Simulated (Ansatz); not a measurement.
The parent structure is a 16-atom supercell of Nb3Sn in the A15 (Cr3Si type) structure (space group Pm-3n, No. 223) at its relaxed geometry.

```
CELL_PARAMETERS angstrom
      5.25857    -5.25857     0.00000
      0.00000     5.25857    -5.25857
      0.00000     5.25857     5.25857
ATOMIC_POSITIONS crystal
  Nb 0.25000 0.87500 0.37500
  Nb 0.25000 0.37500 0.87500
  Nb 0.75000 0.12500 0.62500
  Nb 0.75000 0.62500 0.12500
  Nb 0.00000 0.12500 0.37500
  Nb 0.00000 0.62500 0.87500
  Nb 0.00000 0.87500 0.62500
  Nb 0.00000 0.37500 0.12500
  Nb 0.50000 0.37500 0.37500
  Nb 0.50000 0.87500 0.87500
  Nb 0.50000 0.62500 0.62500
  Nb 0.50000 0.12500 0.12500
  Sn 0.00000 0.00000 0.00000
  Sn 0.00000 0.50000 0.50000
  Sn 0.50000 0.25000 0.75000
  Sn 0.50000 0.75000 0.25000
```

All numbers come from PBEsol (Ansatz, a first-principles code), spin-orbit coupling left out.

Base values:

The pressure comes out as 0.0 GPa and the mean distance from the defect site to its nearest host atoms is 263 pm.

Modification: one Nb atom is replaced by Sn, atoms relaxed at fixed cell, starting from a slightly rattled geometry.

**Question.** What happens to the pressure and mean distance from the defect site to its nearest host atoms?

**Answer.** The pressure goes from zero to 3.1 GPa; the mean distance from the defect site to its nearest host atoms goes up by 9 pm (263 pm → 272 pm).

In so small a cell the defect repeats every few ångströms: this is an ordered compound, not a dilute defect. All final runs are without spin polarisation. The defect cell is not spin-polarised.
